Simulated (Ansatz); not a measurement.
Take BP in the zinc blende structure (space group F-43m, No. 216; a = 4.5366 Å) as the base.

The change: the cell is scaled by 1.0252 in all directions, atoms relaxed at fixed cell.

Levels (all Ansatz, a program for electronic structure, PAW): r2SCAN (500 eV, no spin-orbit coupling); HSE06+SOC (420 eV, with spin-orbit coupling).

The geometry is relaxed with r2SCAN.

| Quantity | Result |
|---|---|
| r2SCAN valence-band top at Γ | 0.00, 0.00, 0.00 eV |
| r2SCAN band gap | 1.51 eV |

### Question
What does HSE06+SOC give at this geometry for the valence-band top at Γ and band gap?

### Answer
The valence-band top at Γ (three highest Kramers pairs, from the VBM) goes from 0.00, 0.00, 0.00 eV to 0.00, 0.00, -0.05 eV; the band gap grows by 0.53 eV, from 1.51 eV to 2.04 eV. The threefold valence maximum splits by Δso ≈ 47 meV.

Single points use the geometry relaxed with r2SCAN. The hybrid gap comes from the SCF mesh plus the semilocal run's edge points and a few special points and is an upper bound. Differences between runs with and without spin-orbit coupling are approximate. The cells carry an imposed strain or load. Stability against distortions was not tested.
